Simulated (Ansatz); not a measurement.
## Response to strain in Ga2O3

Consider Ga2O3 in the corundum structure (space group R-3c, No. 167; a = 4.950 Å, c = 13.306 Å (hexagonal axes)). Axes: x lies along a and z along c of the hexagonal cell.

Strains are applied to the cell and any free atomic positions relax.

Method: Kohn–Sham DFT with the LDA functional, run in Ansatz (a program for electronic structure) with PAW and 420 eV plane waves, no spin-orbit coupling.

Notes on the quantities. pressure: mean of the normal stresses, compression positive.

```
change                          smallest direct gap   pressure  band gap  volume per atom
------------------------------  -------------------  ---------  --------  ---------------
base                                        3.31 eV   0.00 GPa   3.04 eV          9.41 Å³
uniaxial strain ε_xx = +0.75 %              3.21 eV  -1.84 GPa   2.94 eV          9.48 Å³
uniaxial strain ε_xx = +1.50 %                    …          …         …          9.55 Å³
uniaxial strain ε_xx = +2.25 %              3.00 eV  -5.25 GPa   2.76 eV          9.62 Å³
uniaxial strain ε_xx = +3.00 %              2.89 eV  -6.82 GPa   2.66 eV          9.69 Å³
```

Question: What belongs in the blanks?

Answer: 
- uniaxial strain ε_xx = +1.50 %, smallest direct gap: 3.11 eV
- uniaxial strain ε_xx = +1.50 %, pressure: -3.58 GPa
- uniaxial strain ε_xx = +1.50 %, band gap: 2.85 eV

Whether these cells are dynamically stable was not tested.
